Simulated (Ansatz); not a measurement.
We consider fluorite HfO2 (high-temperature phase), described by Hartree–Fock in Ansatz (PAW).

Settings: plane-wave cutoff 520 eV, 8×8×8 k mesh, scalar-relativistic PAW data made under PBE.

Computed at the level's own relaxed cell.

Hill averages of the elastic tensor: K = 285.1 GPa, G = 147.5 GPa. Volume 10.996 Å³/atom, mean atomic mass 70.163 u.

### Question
Work out the density, the sound velocities of a polycrystal and the elastic Debye temperature at this level.

### Answer
ρ = 1.66054 × 70.163/10.996 = 10.596 g/cm³. v_l = √[(K + 4G/3)/ρ] = 6.743 km/s and v_t = √(G/ρ) = 3.731 km/s. The mean follows from 3/v_m³ = 1/v_l³ + 2/v_t³: v_m = 4.157 km/s. Θ_D = (ħ/k_B) v_m (6π²/V)^(1/3) = 76.38 K Å s/km × 4.157 × 1.7528 Å⁻¹ = 557 K, counting all atoms of the cell.

Note: symmetry holds this phase in the static calculation, where it need not be a minimum; held by symmetry at 0 K, a high-temperature phase can be a saddle point.

Ansatz is a first-principles code.
